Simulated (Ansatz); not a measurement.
Results of r²SCAN in Ansatz (plane waves, PAW) for InGaAs2 (R3m, No. 160, 4 atoms in the cell; start mp-1223791).

The input as run:

Ansatz 0.2 input:
```yaml
crystal:
  lattice:
    - [2.081620157, 1.201823958, 6.8268431447]
    - [-2.081620157, 1.201823958, 6.8268431447]
    - [0.0, -2.403647916, 6.8268431447]
  atoms:
    - { symbol: In, position: [0.6244430522, 0.6244430522, 0.6244430522] }
    - { symbol: Ga, position: [0.1248197574, 0.1248197574, 0.1248197574] }
    - { symbol: As, position: [0.0053259075, 0.0053259075, 0.0053259075] }
    - { symbol: As, position: [0.4953952829, 0.4953952829, 0.4953952829] }
basis:
  ecutwfc: 560
  ecutrho_ratio: 4
  xc_grid: 3
kpoints:
  mp_grid: { grid: [16, 16, 16] }
  band_path:
    path:
      - [0.0, 0.0, 0.0]
      - [-0.125, -0.125, -0.125]
      - [-0.25, -0.25, -0.25]
      - [-0.375, -0.375, -0.375]
      - [-0.5, -0.5, -0.5]
      - [-0.5, -0.465259, -0.534741]
      - [-0.5, -0.430517, -0.569483]
      - [-0.5, -0.395776, -0.604224]
      - [-0.5, -0.361035, -0.638965]
      - [-0.5, -0.326293, -0.673707]
      - [-0.5, -0.291552, -0.708448]
      - [-0.5, -0.25681, -0.74319]
      - [-0.5, -0.222069, -0.777931]
      - [-0.5, -0.187328, -0.812672]
      - [-0.187328, 0.187328, -0.5]
      - [-0.149862, 0.149862, -0.5]
      - [-0.112397, 0.112397, -0.5]
      - [-0.074931, 0.074931, -0.5]
      - [-0.037466, 0.037466, -0.5]
      - [0.0, 0.0, -0.5]
      - [0.0, 0.0, -0.4375]
      - [0.0, 0.0, -0.375]
      - [0.0, 0.0, -0.3125]
      - [0.0, 0.0, -0.25]
      - [0.0, 0.0, -0.1875]
      - [0.0, 0.0, -0.125]
      - [0.0, 0.0, -0.0625]
      - [0.0, 0.034366, -0.034366]
      - [0.0, 0.068733, -0.068733]
      - [0.0, 0.103099, -0.103099]
      - [0.0, 0.137466, -0.137466]
      - [0.0, 0.171832, -0.171832]
      - [0.0, 0.206198, -0.206198]
      - [0.0, 0.240565, -0.240565]
      - [0.0, 0.274931, -0.274931]
      - [0.0, 0.309297, -0.309297]
      - [0.0, 0.343664, -0.343664]
      - [-0.343664, 0.0, -0.656336]
      - [-0.382748, 0.0, -0.617252]
      - [-0.421832, 0.0, -0.578168]
      - [-0.460916, 0.0, -0.539084]
      - [-0.5, 0.0, -0.5]
      - [-0.444444, 0.0, -0.444444]
      - [-0.388889, 0.0, -0.388889]
      - [-0.333333, 0.0, -0.333333]
      - [-0.277778, 0.0, -0.277778]
      - [-0.222222, 0.0, -0.222222]
      - [-0.166667, 0.0, -0.166667]
      - [-0.111111, 0.0, -0.111111]
      - [-0.055556, 0.0, -0.055556]
    npoints: 1
hamiltonian:
  xc: r2scan
  dispersion: none
  pseudopotentials: { kind: paw }
scf:
  occupations: { method: fermi_dirac, width: 0.05 }
  convergence: { dr2_threshold: 0.0000000004 }
output:
  forces: true
  stress: true
  eigenvalues: true
  write_bands: true
```

The run printed, among other lines:

```
Crystal: 4 atoms, lattice volume = 102.474 Å³
Basis set: ecut = 560 eV, 3009 PW (Γ), FFT grids on a1−a3, a2−a3, a3, exchange–correlation on 108×108×180 points (27 copies of the dense FFT grid, shifted against one another)
Bands: 34, of which v1, the nominal top of the filled ones, is band 28 counted from 1 (27 counted from 0)
Symmetry: 6 space group operations
Space group: R3m (ITA 160), of the structure as read, at distance tolerance 4.7e-5 Å
k-points: 417 of 4096 (time reversal used)
Functional: x = r2scan, c = r2scan; τ floored in thin density (d = 2e-4 eV/Å³)
SCF iter   1: F=—  HF=-19132.789941 eV  |F-HF|=—  |Δ(HF+E_count)|=         —  Δρ=7.10e-3  dr2=2.82e-2  dr2_τ=1.27e-2
SCF iter   2: F=—  HF=-19132.802900 eV  |F-HF|=—  |Δ(HF+E_count)|=   1.30e-2  Δρ=2.32e-3  dr2=4.27e-3  dr2_τ=1.16e-4
  ...
SCF iter   9: F=—  HF=-19132.802848 eV  |F-HF|=—  |Δ(HF+E_count)|=   4.89e-9  Δρ=7.93e-7  dr2=1.27e-9  dr2_τ=3.95e-11
SCF iter  10: F=-19132.802848 eV  HF=-19132.802848 eV  |F-HF|=1.89e-10  |Δ(HF+E_count)|=  3.64e-11  Δρ=2.41e-7  dr2=1.08e-10  dr2_τ=2.33e-12
SCF 1 converged in 10 iterations: F = -19132.802848 eV  dr2 = 1.08e-10
SCF converged after 10 iterations
Free energy (F): -19132.802848 eV
Internal energy: -19132.802728 eV  (E = F + TS)
E sigma→0 (E₀):  -19132.802788 eV
Fermi energy:    7.751954 eV
--- Forces (eV/Å), atoms counted from 1 ---
  atom   1  In    -0.00000000    -0.00000000     0.00000769
  atom   2  Ga    -0.00000000    -0.00000000    -0.00021952
  atom   3  As     0.00000000     0.00000000     0.00016708
  atom   4  As     0.00000000     0.00000000     0.00004618
--- Stress (GPa, compression-positive) ---
       -0.000191       0.000000       0.000000
        0.000000      -0.000191       0.000000
        0.000000      -0.000000      -0.001927
  P = ⅓ Tr σ = -0.0008 GPa (-0.008 kbar)
```

The PAW data were made under PBE.

A start named mp-… is a Materials Project structure, which need not be a measured phase.

Ansatz is a program for electronic structure.
